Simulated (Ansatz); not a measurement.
## Carrier doping in SiSe2

Base system: SiSe2 (space group Ibam, No. 72; made of chains).

```yaml
crystal:
  lattice:
    - [-3.30744, 5.63456, 2.96628]
    - [3.30744, -5.63456, 2.96628]
    - [3.30744, 5.63456, -2.96628]
  atoms:
    - { symbol: Se, position: [0.39015, 0.31084, 0.70100] }
    - { symbol: Se, position: [0.89015, 0.18916, 0.07931] }
    - { symbol: Se, position: [0.10985, 0.81084, 0.92069] }
    - { symbol: Se, position: [0.60985, 0.68916, 0.29900] }
    - { symbol: Si, position: [0.25000, 0.25000, 0.00000] }
    - { symbol: Si, position: [0.75000, 0.75000, 0.00000] }
```

Carriers are added at fixed cell with a uniform background; the Fermi–Dirac width is that of 300 K.

All numbers come from PBE (Ansatz, an electronic-structure program; PAW; 420 eV plane waves; no spin-orbit coupling).

Candidates:
(a) electrons 2.0×10^21 cm⁻³
(b) holes 2.0×10^21 cm⁻³
(c) holes 3.0×10^21 cm⁻³
(d) holes 5.0×10^21 cm⁻³

Base values:

The gap between the host's bands is 2.22 eV.

Problem. Order them by gap between the host's bands, lowest first.

Solution. (a) electrons 2.0×10^21 cm⁻³ (2.11 eV), (b) holes 2.0×10^21 cm⁻³ (2.33 eV), (c) holes 3.0×10^21 cm⁻³ (2.39 eV), (d) holes 5.0×10^21 cm⁻³ (2.49 eV)

Carriers are added with a uniform compensating background; total energy and stress of such cells depend on the potential's zero and are not compared; many-body gap narrowing is missing at this level. Whether these cells are dynamically stable was not tested. No dispersion term is included, though the crystal is made of layers, chains or molecules, so its spacings can come out too wide.
